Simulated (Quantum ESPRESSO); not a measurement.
A user runs Quantum ESPRESSO on SrCuO3 (Pm-3m, 5 atoms in the cell) and asks whether the run is sound. The aim is a self-consistent single point with DFT, PBEsol, plane waves, PSlibrary PAW (PBE) pseudopotentials.

Cell that was meant: a = 3.8384 Å, b = 3.8384 Å, c = 3.8384 Å, α = 90.00°, β = 90.00°, γ = 90.00°.

Part of the input:

```fortran
  nat = 5
  ntyp = 3
  ecutwfc = 55
  ecutrho = 110
  occupations = 'smearing'
  smearing = 'gauss'
  degauss = 0.0073499
```

Log, with long lists cut:

```
     file Sr.pbe-spn-kjpaw_psl.1.0.0.UPF: wavefunction(s)  4P renormalized
   [... lines left out ...]
                       cart. coord. in units 2pi/alat
        k(    1) = (   0.0000000   0.0000000   0.0000000), wk =   0.0058309
        k(    2) = (   0.0000000   0.0000000   0.1428571), wk =   0.0349854
        k(    3) = (   0.0000000   0.0000000   0.2857143), wk =   0.0349854
   [... 17 lines left out ...]

     Dense  grid:     7441 G-vectors     FFT dimensions: (  25,  25,  25)

     Initial potential from superposition of free atoms

     starting charge      38.9924, renormalised to      39.0000
     Self-consistent Calculation

     iteration #  1     ecut=    55.00 Ry     beta= 0.50

---- Real-time Memory Report at c_bands before calling an iterative solver
            78 MiB given to the printing process from OS
            43 MiB allocation reported by mallinfo(arena+hblkhd)
------------------

     total energy              =    -588.35609755 Ry
     estimated scf accuracy    <       3.77543849 Ry

     iteration #  2     ecut=    55.00 Ry     beta= 0.50

---- Real-time Memory Report at c_bands before calling an iterative solver
   [... lines left out ...]

---- Real-time Memory Report at c_bands before calling an iterative solver
           108 MiB given to the printing process from OS
            73 MiB allocation reported by mallinfo(arena+hblkhd)
------------------

     total energy              =    -590.47071614 Ry
     estimated scf accuracy    <          3.7E-10 Ry

     iteration # 21     ecut=    55.00 Ry     beta= 0.50

---- Real-time Memory Report at c_bands before calling an iterative solver
           108 MiB given to the printing process from OS
            73 MiB allocation reported by mallinfo(arena+hblkhd)
------------------
     End of self-consistent calculation

     the Fermi energy is     8.7825 ev

!    total energy              =    -590.47071614 Ry
     estimated scf accuracy    <          2.1E-11 Ry
     smearing contrib. (-TS)   =      -0.00216661 Ry
     internal energy E=F+TS    =    -590.46854953 Ry

      -> PAW hartree energy AE =     208.84010016 Ry
      -> PAW hartree energy PS =    -207.63461242 Ry
      -> PAW xc energy AE      =    -385.67947041 Ry
      -> PAW xc energy PS      =      81.37574026 Ry
      -> total E_H with PAW    =      69.33309773 Ry
      -> total E_XC with PAW   =    -388.49087288 Ry

     convergence has been achieved in  21 iterations

     Forces acting on atoms (cartesian axes, Ry/au):

   [... lines left out ...]

     Total force =     0.000000     Total SCF correction =     0.000000

          total   stress  (Ry/bohr**3)                   (kbar)     P=       -7.70
  -0.00005233   0.00000000   0.00000000           -7.70        0.00        0.00
   0.00000000  -0.00005233   0.00000000            0.00       -7.70        0.00
   0.00000000   0.00000000  -0.00005233            0.00        0.00       -7.70

   JOB DONE.
```

### Question
Is anything amiss in this input, and did it matter?

### Answer
The run is not sound. The fault is a density cutoff or grid that is too coarse. The charge density holds wave vectors up to twice those of the orbitals (four times the energy cutoff), and augmentation charges need more still. To fix it, restore the density cutoff. The run converged in 21 iterations without an error; against the sound input the free energy drops by 13.7 meV/atom and the pressure goes from -1.80 to -0.77 GPa.

An input that runs soundly differs in these lines (not the only fix; some lines may just follow from the change or write a value another way):
```diff
-  ecutrho = 110
+  ecutrho = 385
```

With that input, the run converged in 19 iterations: free energy E − TS -8033.6947 eV; Fermi level (on the code's own zero) 8.77 eV; pressure -1.80 GPa (DFT, PBEsol, plane waves, PSlibrary PAW (PBE) pseudopotentials).

On the sound input: the starting cell comes from a database of computed structures (which also holds hypothetical and non-ambient phases and stackings), without a prior relaxation at this level. Spin polarisation is off; with an odd number of electrons in the cell that forces a metal, and a magnetic state may lie lower.
